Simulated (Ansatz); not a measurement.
Base system: Li in the bcc (W type) structure (space group Im-3m, No. 229; a = 3.477 Å). Axes: x, y, z lie along the cube axes.

Structures relaxed with r2SCAN in Ansatz (plane waves to 500 eV, PAW, no spin-orbit coupling).

Base:

Simulated powder pattern, Cu Kα1, λ = 1.54056 Å (kinematic, ideal powder, no thermal factors, no anomalous dispersion; the 14 strongest lines at most, above 2 %, up to 2θ = 90°):

| 2θ (°) | I/Imax (%) | hkl |
|---|---|---|
| 36.51 | 100 | (110) |
| 52.59 | 17 | (200) |
| 65.72 | 34 | (211) |
| 77.59 | 10 | (220) |
| 88.93 | 14 | (310) |

After one change:

Simulated powder pattern, Cu Kα1, λ = 1.54056 Å (kinematic, ideal powder, no thermal factors, no anomalous dispersion; the 14 strongest lines at most, above 2 %, up to 2θ = 90°):

```csv
2θ (°),I/Imax (%)
36.25,100
36.49,98
36.61,97
36.75,96
36.82,96
37.15,93
52.41,34
52.53,34
53.59,32
65.16,17
65.27,17
65.67,17
65.80,17
65.83,17
```

Q: What was done to the base?
A. isotropic strain +5.60 %
B. strain tensor (xx, yy, zz, yz, xz, xy) = (+0.32, −1.71, +0.12, +0.86, −0.48, −0.10) %
C. biaxial strain +0.76 %, plane normal [001], relaxed out of plane
D. strain tensor (xx, yy, zz, yz, xz, xy) = (−0.06, +2.07, −1.02, −0.02, +1.14, −0.85) %

A: B, strain tensor (xx, yy, zz, yz, xz, xy) = (+0.32, −1.71, +0.12, +0.86, −0.48, −0.10) %. Its volume per atom is 20.76 Å³ against 21.03 Å³, and its space group is P-1 (No. 2).

Stability against distortions was not tested.

Ansatz is an electronic-structure program.
